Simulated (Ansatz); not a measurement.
The starting structures come from a database of crystals and need not be the phases stable at ambient conditions.

 Where the default PAW files enter, the runs use the earlier of Ansatz's two default sets.

Tunnelling through a barrier is set by its complex band structure: the current falls as exp(−2κd) with the smallest κ.

Consider the following.

```xyz
8
Lattice="3.8656 0.0000 0.0000 0.0000 5.2185 0.0000 0.0000 0.0000 5.2185" Properties=species:S:1:pos:R:3 pbc="T T T"
W      0.2520     0.0000     2.6092
W      3.6136     2.6092     0.0000
O      1.9746     0.0000     2.6092
O      1.8910     2.6092     0.0000
O      0.0000     1.3046     1.3046
O      0.0000     3.9139     1.3046
O      0.0000     3.9139     3.9139
O      0.0000     1.3046     3.9139
```

Space group of this cell: P4/nmm. The cell is strained (all lengths scaled by 0.98); by PBEsol its mean pressure is 14.5 GPa.

Transport runs along the normal of the first two printed cell vectors, the (100) plane of the conventional cell.

The gap is the functional's own, uncorrected, and κ follows it; spin-orbit coupling is left out. Mid-gap values are interpolated between the computed energies.

### Question
Give the band gap and the smallest decay constant κ at mid-gap that PBEsol (Ansatz, an electronic-structure program) yields.

### Answer
Gap 0.65 eV on a 8×6×6 mesh; κ = 0.105 1/Å, at the zone centre.
